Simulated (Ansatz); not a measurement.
**Fluorite CoSi2**

Level of theory: PBE (Ansatz, a program for electronic structure, PAW).

Run with plane-wave cutoff 520 eV, 12×12×12 k mesh, Fermi–Dirac smearing 0.1 eV, perturbation theory, force constants from a 4×4×4 q mesh, no spin polarisation, scalar-relativistic PAW data made under PBE.

Cell: relaxed at this level.

- zero-point energy: 0.052 eV/atom

The result took roughly 29 core-minutes.
